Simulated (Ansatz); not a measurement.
The reference is CdTe in the zinc blende structure (space group F-43m, No. 216; a = 6.490 Å).

All numbers come from PBEsol in Ansatz (plane waves to 420 eV, PAW, scalar-relativistic without spin-orbit coupling), earlier PAW set.

One change was made to it. Results:

```json
[
 {"quantity": "shortest interatomic distance", "base": "2.810 Å", "after": "2.682 Å"},
 {"quantity": "band gap", "base": "0.65 eV", "after": "zero"},
 {"quantity": "density", "base": "5.83 g/cm³", "after": "4.60 g/cm³"}
]
```

Problem. Which of these changes matches the shifts?
(A) Te → Cr
(B) Te → Pt
(C) Te → Se

Solution. A, Te → Cr. For comparison, the shortest interatomic distance in the other runs: Te → Se gives 2.634 Å; Te → Pt gives 2.601 Å.

Other magnetic orders, which the real material may have, were not ruled out. Spin-orbit coupling, missing from the scalar runs, can matter with Pt and Te. Whether these cells are dynamically stable was not tested. As relaxed here, CrCd and CdPt are hypothetical phases, not in the database extracts checked. Spin-polarised in the final run: CrCd; the other runs are not.

Ansatz is a program for electronic structure.
